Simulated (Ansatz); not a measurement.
We consider HfGeO3 (model structure, started from the PbTiO3 type, P4mm, No. 99, 5 atoms in the cell), described by LDA (plane waves, PAW; Ansatz, a program for electronic structure).

Numerical settings: plane-wave cutoff 520 eV, 8×8×8 k mesh, Fermi–Dirac smearing 0.01 eV, scalar-relativistic PAW data made under PBE.

Cell (relaxed at this level):

Space group P4mm (No. 99); a = b = 3.9546 Å, c = 4.2115 Å, α = β = γ = 90.00°

| atom | site | symmetry | x | y | z |
|---|---|---|---|---|---|
| Hf | 1b | 4mm | 0.5000 | 0.5000 | 0.5708 |
| Ge | 1a | 4mm | 0.0000 | 0.0000 | 0.1883 |
| O | 2c | 2mm. | 0.0000 | 0.5000 | 0.4538 |
| O | 1b | 4mm | 0.5000 | 0.5000 | 0.0235 |

### Question
Estimate the band gap, direct gap at Γ and bulk modulus B0 that the calculation returns.

### Answer

- band gap: 1.38 eV (on the SCF k mesh)
- direct gap at Γ: 3.60 eV
- bulk modulus B0: 133 GPa

Note: the bulk modulus is −V dP/dV from two relaxed cells at ±2 % in volume; the relaxation could raise the start's symmetry but not lower it, so the cell can be a saddle point.

Spin–orbit coupling is not included.

Static lattice: no zero-point or thermal effects.

Computing time: around 4 core-minutes (rough).

A model structure was made by putting elements into a prototype or built by hand; it is no filed structure, need not be a known phase, and can be a saddle point held by its symmetry.
